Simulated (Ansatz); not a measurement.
Consider the following.

Host crystal: wurtzite GaN, with a band gap (PBE, scalar-relativistic without spin-orbit coupling).

End structure of the (0001) surface of wurtzite GaN (2x2 N adatom at H3; a constructed slab, bottom: 3 H on 4 bottom sites):

```
CELL_PARAMETERS angstrom
      6.43695     0.00000     0.00000
     -3.21848     5.57456     0.00000
      0.00000     0.00000    32.50000
ATOMIC_POSITIONS crystal
  N  0.33363 0.16637 0.33318
  N  0.83274 0.16638 0.33321
  N  0.33362 0.66726 0.33321
  N  0.83335 0.66665 0.33094
  Ga 0.16669 0.33331 0.35247
  Ga 0.67403 0.34816 0.35132
  Ga 0.15184 0.82597 0.35132
  Ga 0.67410 0.82590 0.35124
  N  0.16667 0.33333 0.41225
  N  0.66667 0.33333 0.41225
  N  0.16667 0.83333 0.41225
  N  0.66667 0.83333 0.41225
  Ga 0.33333 0.16667 0.43213
  Ga 0.83333 0.16667 0.43213
  Ga 0.33333 0.66667 0.43213
  Ga 0.83333 0.66667 0.43213
  N  0.33312 0.16688 0.49233
  N  0.83456 0.16848 0.49280
  N  0.33152 0.66544 0.49280
  N  0.83413 0.66587 0.49286
  Ga 0.16833 0.33167 0.51331
  Ga 0.66340 0.33176 0.51313
  Ga 0.16824 0.83660 0.51313
  Ga 0.66669 0.83331 0.51196
  N  0.16999 0.33001 0.57404
  N  0.65989 0.32994 0.57394
  N  0.17006 0.84011 0.57394
  N  0.66659 0.83341 0.57189
  Ga 0.33335 0.16665 0.60003
  Ga 0.83436 0.16897 0.59168
  Ga 0.33103 0.66564 0.59168
  Ga 0.83445 0.66555 0.59162
  N  0.33330 0.16670 0.66635
  N  0.83110 0.16235 0.65146
  N  0.33765 0.66890 0.65146
  N  0.83118 0.66882 0.65141
  Ga 0.14777 0.35223 0.67974
  Ga 0.70430 0.35221 0.67974
  Ga 0.14779 0.79570 0.67974
  Ga 0.66668 0.83332 0.66006
  H  0.33200 0.16800 0.30162
  H  0.83602 0.16807 0.30164
  H  0.33193 0.66398 0.30164
  N  0.99993 0.50007 0.71478
```

Model: 44-atom slab, 13.4 Å thick at the start with caps and adatoms (thin: gaps and levels are the slab's own), 4x4x1 mesh, Fermi-Dirac 0.01 eV, dipole correction, single point; on the structure that PBE left under its start's symmetry; no spin, no spin-orbit, no U.

**Question.** What highest filled level below the top vacuum level does r2SCAN, at the PBE geometry in Ansatz (a first-principles code) give?

**Answer.** 5.67 eV

**Question.** What is the computed gap of the slab on its k-mesh (r2SCAN, at the PBE geometry)?

**Answer.** 0.50 eV
